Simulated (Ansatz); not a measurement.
End structure of the (30-32) surface of hcp Sc in its 1x1 cell, outermost plane spacing 0.90 Å in the ideal cut:

```xyz
24
Lattice="3.3198 0.0000 0.0000 0.0000 16.5284 0.0000 0.0000 0.0000 26.0000" Properties=species:S:1:pos:R:3 pbc="T T T"
Sc     1.6599     4.0372     8.1623
Sc     0.0000     6.7313     8.1904
Sc     0.0000    14.6642     9.0590
Sc     1.6599     0.8669     9.0602
Sc     1.6599     8.7457    10.0159
Sc     0.0000    11.5386     9.9141
Sc     0.0000     2.9569    10.7132
Sc     1.6599     5.7354    10.7239
Sc     1.6599    13.6318    11.5910
Sc     0.0000    16.3905    11.6381
Sc     0.0000     7.8162    12.5568
Sc     1.6599    10.5686    12.5374
Sc     1.6599     1.9589    13.4626
Sc     0.0000     4.7113    13.4432
Sc     0.0000    12.6653    14.3619
Sc     1.6599    15.4240    14.4090
Sc     1.6599     6.7921    15.2761
Sc     0.0000     9.5706    15.2868
Sc     0.0000     0.9889    16.0859
Sc     1.6599     3.7818    15.9841
Sc     1.6599    11.6605    16.9398
Sc     0.0000    14.3916    16.9409
Sc     0.0000     5.7962    17.8096
Sc     1.6599     8.4903    17.8377
```

Model: 24-atom slab, 9.9 Å thick at the start (thin: gaps and levels are the slab's own), 11x3x1 mesh, Fermi-Dirac 0.1 eV, dipole correction, single point; on the structure that PBE left under its start's symmetry; no spin, no spin-orbit, no U.

Q: What work function of the top face does r2SCAN, at the PBE geometry (Ansatz, a quantum-chemistry and plane-wave program) give?

A: 3.46 eV

Q: What is the computed surface energy (mean of both faces) (r2SCAN, at the PBE geometry)?

A: 1.32 J/m^2
